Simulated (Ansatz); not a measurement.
The parent structure is CaC2 (space group C2/c, No. 15; a cell from a computed database, its experimental status unchecked).

```yaml
crystal:
  lattice:
    - [3.26011, -2.04177, 0.00000]
    - [3.26011, 2.04177, 0.00000]
    - [-2.01923, 0.00000, 7.00570]
  atoms:
    - { symbol: Ca, position: [0.17201, 0.82799, 0.75000] }
    - { symbol: Ca, position: [0.82799, 0.17201, 0.25000] }
    - { symbol: C, position: [0.42483, 0.14540, 0.56077] }
    - { symbol: C, position: [0.57517, 0.85460, 0.43923] }
    - { symbol: C, position: [0.85460, 0.57517, 0.93923] }
    - { symbol: C, position: [0.14540, 0.42483, 0.06077] }
```

Cartesian axes are those of the cell as printed.

Now apply this change: biaxial strain +0.89 %, plane normal [001], relaxed out of plane (Cartesian); in-plane vectors clamped, the third vector and the atoms free.

Levels (all Ansatz, an electronic-structure program, PAW): PBEsol (420 eV, spin-orbit coupling left out); r2SCAN (500 eV, scalar-relativistic without spin-orbit coupling); HSE06 (420 eV, no spin-orbit coupling).

At the geometry relaxed with PBEsol, these levels gave the following band gaps, in shuffled order: (a) 1.70 eV, (b) 2.15 eV, (c) 3.12 eV.

Question: Match each gap to its level.

Answer: (a) PBEsol; (b) r2SCAN; (c) HSE06.

Single points use the geometry relaxed with PBEsol. The hybrid gap comes from the SCF mesh plus the semilocal run's edge points and a few special points and is an upper bound. No phonon test of stability was made.
